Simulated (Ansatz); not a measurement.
AlV2C under a change: pressure 1.5 GPa

Start from AlV₂C (space group P6_3/mmc, No. 194; a = 2.9054 Å, c = 13.1341 Å).

The change: cell and atoms relaxed at a pressure of 1.5 GPa.

Method: Kohn–Sham DFT with the PBE functional, run in Ansatz (a program for electronic structure) with PAW and 420 eV plane waves, without spin-orbit coupling, earlier PAW set. Γ-centred 18×18×4 mesh, Fermi–Dirac width 0.05 eV.

Volume per atom: 11.90 Å³ (base 12.00 Å³)
c/a ratio: 4.521 (base 4.521)
Shortest interatomic distance: 2.013 Å (base 2.017 Å)
Enthalpy H = E + PV relative to the base's energy: +0.11 eV/atom
Band gap: zero (base zero)

Final structure:

```xyz
8
Lattice="2.8970 0.0000 0.0000 -1.4485 2.5089 0.0000 0.0000 0.0000 13.0986" Properties=species:S:1:pos:R:3 pbc="T T T"
Al     0.0000     1.6726     9.8239
Al     1.4485     0.8363     3.2746
V      0.0000     1.6726     1.1199
V      1.4485     0.8363     7.6692
V      1.4485     0.8363    11.9787
V      0.0000     1.6726     5.4294
C      0.0000     0.0000     0.0000
C      0.0000     0.0000     6.5493
```

Load acts through the strain it causes; cell and atoms are relaxed under it. No phonon test of stability was made. Seeded moments were not kept for the base. The final runs are not spin-polarised.
